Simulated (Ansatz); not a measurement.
Start from GaN in the zinc blende structure (space group F-43m, No. 216; a = 4.549 Å).

Level of theory: PBE in Ansatz (plane waves to 420 eV, PAW, scalar-relativistic without spin-orbit coupling), earlier PAW set.

For the base:

```
Property                                Value
-----------------------------  --------------
Electron mass                  0.14 mₑ (at Γ)
Shortest interatomic distance         1.970 Å
Density                            5.91 g/cm³
```

Modification: cell and atoms relaxed at a pressure of 3 GPa.

Task: Estimate the effect on the electron mass, shortest interatomic distance and density.

Result: The electron mass goes from 0.14 mₑ (at Γ) to 0.15 mₑ (at Γ); the shortest interatomic distance drops by 0.011 Å, from 1.970 Å to 1.959 Å; the density grows by 0.10 g/cm³ (5.91 g/cm³ → 6.01 g/cm³).

The levels and masses belong to the bands next to the band gap. Load acts through the strain it causes; cell and atoms are relaxed under it. Effective masses come from finite differences of ±0.01 Å⁻¹. No phonon test of stability was made. Tetrahedral semiconductors of this kind turn to denser phases somewhere between about 1 and 50 GPa; those were not computed, so compressed cells here can lie past the real transition. This is not the structure that GaN has at room temperature and ambient pressure.

Ansatz is a program for electronic structure.
